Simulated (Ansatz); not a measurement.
Spacing of the highest filled and lowest empty level at the zone centre in eight small model glasses of hand-chosen composition and density, fast-quenched (anions pushed apart in CHGNet runs), each at its PBE geometry, by PBE and by HSE06 (Ansatz, a program for electronic structure, plane waves, PAW). The cells are the first eight to finish that balance their formal charges, show no moments and no lower geometry on charging where those were tested, and have a gap at both levels; defect levels can set the spacings, and exact exchange is cut at the cells' faces.

```
cell                  quench by  pressure (GPa)             levels at the gap  PBE (eV)  experiment, tabulated (eV)
--------------------  ---------  --------------  ----------------------------  --------  --------------------------
Nb16O41H2                CHGNet             1.6  localised at the filled edge      2.98                           -
Hf18O38Ge                CHGNet             0.0  localised at the filled edge      3.26                           -
In24O38Hf                CHGNet            -0.6  localised at the filled edge      0.44                           -
Zr3Hf3Nb3Ta3Mo3W3O45     CHGNet             0.0       localised at both edges      2.79                           -
Si30N41Ga                CHGNet             1.5  localised at the filled edge      1.69                           -
Ga24O37Mg                CHGNet            -0.5  localised at the filled edge      1.53                           -
Ti20O45Nb2               CHGNet             2.5  localised at the filled edge      2.58                           -
Ga24O38Si                CHGNet             0.1  localised at the filled edge      1.62                           -
```

Task: What does HSE06 give, and how does it move these values against PBE?

Result: Nb16O41H2 4.42, Hf18O38Ge 4.77, In24O38Hf 1.76, Zr3Hf3Nb3Ta3Mo3W3O45 4.13, Si30N41Ga 2.90, Ga24O37Mg 3.22, Ti20O45Nb2 4.10, Ga24O38Si 3.33 eV. It raises them by +1.21 to +1.72 eV, +1.47 eV on average. A straight line through the eight gives HSE06 = 1.01 × PBE +1.45 eV, with a scatter of 0.17 eV.
